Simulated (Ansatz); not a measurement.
Migration barriers: B vacancy in zinc-blende BP, charge state -3

Defect: B vacancy in zinc-blende BP, charge state -3. All values below come from PBE, PAW (plane waves to 420 eV; Ansatz, a program for electronic structure).

64-site cell at the relaxed PBE lattice, a 2×2×2 k-point mesh shifted by half a step, smearing 0.01 eV, spin-restricted, no finite-size correction. Energies are static. The charge state is imposed; whether it is stable for some Fermi level was not computed. Forms of the defect that were not tried may lie lower.

Barriers: single points on a 3×3×3 k-point mesh shifted by half a step at the bands' geometries.

```json
[
 {"Route": "one B atom jumps into the vacancy from a nearby B site", "Start site over the lowest site run (eV)": "0.00", "Hop (Å)": "3.18", "Forward barrier (eV)": "3.22", "Backward barrier (eV)": "3.22", "Neighbours at the start": "P at 1.95, 3 P at 1.98 Å", "Neighbours at the saddle": "P at 1.82, 3 P at 2.27, P at 2.27 Å", "Saddle order": "not checked, on a symmetry element", "Forward, on the band's own sampling (eV)": "3.21"}
]
```

Paths come from nudged elastic bands with a climbing image.  A band can be held on a symmetry element, so unchecked saddle points there may be too high.

The whole set of runs took very roughly 0.8 core-hours.
